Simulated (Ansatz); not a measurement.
SiO2: pressure 15 GPa

Base system: SiO2 in the rutile structure (space group P4_2/mnm, No. 136; a = 4.185 Å, c = 2.669 Å).

The change: cell and atoms relaxed at a pressure of 15 GPa.

All numbers come from Kohn–Sham DFT with the r2SCAN functional, run in Ansatz (a first-principles code) with PAW and 500 eV plane waves, no SOC. k-mesh 8×8×12 (Γ-centred); smearing 0.05 eV (Fermi–Dirac).

| quantity | base | changed | shift |
|---|---|---|---|
| volume per atom | 7.79 Å³ | 7.45 Å³ | -0.34 Å³ |
| density | 4.27 g/cm³ | 4.46 g/cm³ | +0.19 g/cm³ |
| lattice parameter a | 4.185 Å | 4.113 Å | -0.072 Å |
| c/a ratio | 0.638 | 0.643 | +0.005 |
| shortest interatomic distance | 1.760 Å | 1.744 Å | -0.016 Å |
| enthalpy H = E + PV relative to the base's energy | – | +0.71 eV/atom | – |
| band gap | 6.51 eV | 7.26 eV | +0.745 eV |
| gap character | direct at Γ | direct at Γ | – |
| mean gap deformation potential ΔEg/Δln V | – | -16.8 eV | – |
| width of the top valence band | 2.71 eV | 2.85 eV | +0.147 eV |
| electron mass | 0.38 mₑ along c, 0.48 mₑ across (at Γ) | 0.39 mₑ along c, 0.52 mₑ across (at Γ) | – |
| hole mass | 1.7 mₑ along c, 1.1 mₑ across (at Γ) | 1.6 mₑ along c, 1.1 mₑ across (at Γ) | – |
| valence-band top at Γ (three highest levels, from the VBM) | 0.00, -0.88, -0.88 eV | 0.00, -0.92, -0.92 eV | – |
| valley order (the lowest conduction-band minima on the path, energy above the VBM, named in the base's zone) | Γ 6.51 eV; A (1/2, 1/2, 1/2) 8.19 eV | Γ 7.26 eV; A (1/2, 1/2, 1/2) 8.66 eV | – |

Final structure:

```
CELL_PARAMETERS angstrom
      4.11289     0.00000     0.00000
      0.00000     4.11289     0.00000
      0.00000     0.00000     2.64395
ATOMIC_POSITIONS crystal
  Si 0.50000 0.50000 0.50000
  Si 0.00000 0.00000 0.00000
  O  0.80445 0.80445 0.50000
  O  0.30445 0.69555 0.00000
  O  0.69555 0.30445 0.00000
  O  0.19555 0.19555 0.50000
```

Load acts through the strain it causes; cell and atoms are relaxed under it. Effective masses come from finite differences of ±0.01 Å⁻¹. Whether these cells are dynamically stable was not tested. Competing high-pressure phases were not computed.
